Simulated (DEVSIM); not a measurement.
## abrupt Si n-p junction

Structure: abrupt Si n-p junction, at 300 K.

```tsv
layer (left to right)	material	thickness (μm)	Nd (cm⁻³)	Na (cm⁻³)	τn (s)	τp (s)
1	Si	3.30	1.4e17	-	1.1e-6	1.1e-6
2	Si	1.60	-	1.1e15	1.1e-6	1.1e-6
```

Left contact: ohmic. Right contact: ohmic. Voltage is applied to the left contact. Recombination: SRH at mid-gap, radiative. Mobility is μmin + (μ − μmin)/(1 + (N/Nref)^α).

This is a model device: material constants are rounded textbook-type values typed into the input, and sizes, dopings and lifetimes were drawn at random. Values at 300 K.

| parameter | Si |
|---|---|
| gap (eV) | 1.124 |
| affinity (eV) | 4.05 |
| permittivity | 11.7 |
| Nc (cm⁻³) | 2.86e19 |
| Nv (cm⁻³) | 3.1e19 |
| μn (cm²/Vs) | 1417 |
| μp (cm²/Vs) | 470 |
| μn,min | 52 |
| μp,min | 45 |
| Nref,n | 9.7e16 |
| Nref,p | 2.2e17 |
| αn | 0.68 |
| αp | 0.72 |
| B (cm³/s) | 4.7e-15 |

Simulated with DEVSIM: 1D drift-diffusion, Boltzmann statistics, complete ionisation; no tunnelling, impact ionisation, image-force lowering or self-heating.

```json
{
  "potential_step_across_the_device_at_zero_bias": "0.722 V",
  "largest_field_in_the_device_at_zero_bias": "24000 V/cm",
  "Dark forward voltage at 1 A/cm²": "0.495 V",
  "Dark forward voltage at 100 A/cm²": "0.639 V"
}
```

Dark reverse current:

```
V (V)  J (A/cm²)
-----  ---------
0.20      2.7e-8
0.50      4.6e-8
1.00      7.9e-8
1.50      1.2e-7
2.00      1.9e-7
3.00      3.3e-7
4.00      4.7e-7
5.00      6.1e-7
6.50      8.3e-7
8.00      1.0e-6
10.00     1.3e-6
```

Dark forward current:

```tsv
V (V)	J (A/cm²)
-0.05	-5.9e-8
-0.10	-4.0e-7
-0.15	-2.5e-6
-0.20	-1.6e-5
-0.25	-0.00010
-0.30	-0.00068
-0.35	-0.0044
-0.40	-0.029
-0.45	-0.19
-0.50	-1.2
-0.55	-7.2
-0.60	-36
-0.65	-130
-0.70	-390
-0.75	-890
-0.80	-1700
-0.85	-2700
```
